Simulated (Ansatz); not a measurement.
Cs2AgBiBr6: Br → F

The reference is Cs$_{2}$AgBiBr$_{6}$ (space group Fm-3m, No. 225; a = 11.1877 Å).

Modification: F takes the place of Br on all its sites, then cell and atoms are relaxed.

Method: PBEsol (Ansatz, a first-principles code), scalar-relativistic without spin-orbit coupling, earlier PAW set. k-mesh 6×6×6 (Γ-centred); smearing 0.05 eV (Fermi–Dirac), for the changed cell.

```yaml
volume_per_atom: 20.24 Å³ (base 35.01 Å³)
density: 5.72 g/cm³ (base 5.04 g/cm³)
lattice_parameter_a: 9.320 Å (base 11.188 Å)
shortest_interatomic_distance: 2.254 Å (base 2.753 Å)
band_gap: 2.56 eV (base 1.10 eV)
gap_character: indirect, X → L (base indirect, X → L)
smallest_direct_gap: 3.36 eV (base 2.23 eV)
width_of_the_top_valence_band: 0.91 eV (base 1.26 eV)
electron_mass: 1.3 mₑ along k, 0.57 mₑ across (at L) (base 0.36 mₑ along k, 0.25 mₑ across (at L))
hole_mass: 0.42 mₑ along k, 1.4 mₑ across (at X) (base 0.17 mₑ along k, 0.69 mₑ across (at X))
```

Spin-orbit coupling, missing from the scalar runs, can matter with Bi. Masses are band curvatures over ±0.01 Å⁻¹ around the edge. Along k means along the line from Γ to the band edge. No phonon test of stability was made. For Cs2AgBiF6 in this form, whether it has been made was not checked.
